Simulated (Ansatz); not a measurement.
**YSiNO₂ (model structure, P4/mmm, No. 123, 5 atoms in the cell): c axis length by level of theory**

No measured value is used here.

```tsv
level (code)	value (Å)
LDA (Ansatz)	3.655
PBEsol (Ansatz)	3.685
r²SCAN (Ansatz)	___
```

Question: What belongs in the gaps?

Answer: 
- r²SCAN (Ansatz, a first-principles code), value (Å): 3.696

Cutoffs differ between the levels. Ansatz's density-functional and Hartree–Fock values are scalar-relativistic unless marked +SOC, with PAW data made under PBE.

A model structure was made by putting elements into a prototype or built by hand; it is no filed structure, need not be a known phase, and can be a saddle point held by its symmetry.
